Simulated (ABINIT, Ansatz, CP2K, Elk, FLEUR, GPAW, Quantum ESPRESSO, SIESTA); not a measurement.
CsSnI₃ (Pm-3m, 5 atoms in the cell) computed with different codes at matched settings

Self-consistent single point, at a second geometry (lattice scaled by 0.98). First geometry:

```xyz
5
Lattice="6.3363 0.0000 0.0000 0.0000 6.3363 0.0000 0.0000 0.0000 6.3363" Properties=species:S:1:pos:R:3 pbc="T T T"
Cs     0.0000     0.0000     0.0000
Sn     3.1682     3.1682     3.1682
I      3.1682     0.0000     3.1682
I      0.0000     3.1682     3.1682
I      3.1682     3.1682     0.0000
```

Shared settings, as Ansatz (a program for electronic structure) writes them: kpoints.mp_grid.grid = 3 3 3; scf.occupations.method = fermi_dirac; scf.occupations.width = 0.05 eV. Potentials and cutoffs stand in the table.

```csv
code,model,ΔF from the first geometry (meV/atom),pressure (GPa),cutoff
CP2K,"PBE, GPW, TZVP-MOLOPT-SR-GTH basis, GTH-PBE potentials (GTH_POTENTIALS)",0.9,0.56,grid 500 Ry
GPAW,"PBE, GPAW PAW datasets PBE (gpaw-data 1.0.1)",-4.4,0.22,550 eV
FLEUR,"PBE, all-electron FLAPW (FLEUR), scalar-relativistic valence",-3.9,–,Kmax 3.8 1/bohr
ABINIT,"PBE, PAW (JTH v2.0 PBE PAW)",-4.2,0.20,42 Ry
Ansatz,"PBE, default PAW files",-4.4,0.23,default
SIESTA,"GGA PBE, numerical atomic orbitals DZP, PseudoDojo PBE standard norm-conserving potentials (rewritten from UPF to PSML)",-9.1,0.03,grid 400 Ry
Quantum ESPRESSO,"PBE, PseudoDojo standard norm-conserving (PBE) pseudopotentials",-4.8,0.21,75 Ry
Elk,"PBE, all-electron FP-LAPW, Elk's shipped species files, LAPW+lo basis",-1.7,–,rgkmax 8
```

A dash marks a value that a program does not give, or that is left out as unsure.

On Ansatz's run: spin-orbit coupling is off.

The spread over the programs that give each value: ΔF from the first geometry within 10.0 meV/atom; pressure within 0.53 GPa.

CP2K and SIESTA use small atom-centred bases, whose incompleteness enters pressures, forces and empty levels differently from a plane-wave cutoff. FLEUR and Elk treat all electrons, but the usual bases taken here (sphere radii, linearisation, local orbitals, empty states) were not tested for convergence, so the values are no reference for the others. Ansatz's pressure is given at a fixed set of plane waves, as the other plane-wave codes print theirs.

The shared mesh is coarse (it stands for a supercell whose shortest vector is 19 Å), so the values are not converged in it.

This mesh misses zone-boundary points where a band edge of such crystals can lie, so no gaps are given.

The starting cell has typed, rounded lattice constants, without a prior relaxation at this level. Its lattice was rescaled by a random factor within 2.5 % of one. For this run, on top of that: lattice scaled by 0.98.

Keys are those of Ansatz 0.2.
